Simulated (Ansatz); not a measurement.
Consider the following.

End structure of the (0001) surface of hcp Os, one row in 2 of the top plane missing (bottom of the slab: a bare face, its two planes held):

```yaml
crystal:
  lattice:
    - [2.75423, 0.00000, 0.00000]
    - [-2.75423, 4.77047, 0.00000]
    - [0.00000, 0.00000, 27.00000]
  atoms:
    - { symbol: Os, position: [0.66667, 0.16667, 0.29877] }
    - { symbol: Os, position: [0.66667, 0.66667, 0.29877] }
    - { symbol: Os, position: [0.33333, 0.33333, 0.37926] }
    - { symbol: Os, position: [0.33333, 0.83333, 0.37926] }
    - { symbol: Os, position: [0.66608, 0.16608, 0.45890] }
    - { symbol: Os, position: [0.66551, 0.66551, 0.46007] }
    - { symbol: Os, position: [0.33224, 0.33224, 0.53954] }
    - { symbol: Os, position: [0.33363, 0.83363, 0.54122] }
    - { symbol: Os, position: [0.68471, 0.18471, 0.62096] }
    - { symbol: Os, position: [0.65048, 0.65048, 0.62087] }
    - { symbol: Os, position: [0.37056, 0.87056, 0.69009] }
```

Model: 11-atom slab, 10.9 Å thick at the start, 16x8x1 mesh, Fermi-Dirac 0.1 eV, dipole correction, 4 atoms held, the rest relaxed; start symmetry kept, larger cells not searched; no spin, no spin-orbit, no U. It is one candidate, not shown to be the stable structure of the face.

Q: Estimate the work function of the top face that PBE run with Ansatz (an electronic-structure program) returns for this input.

A: 4.07 eV
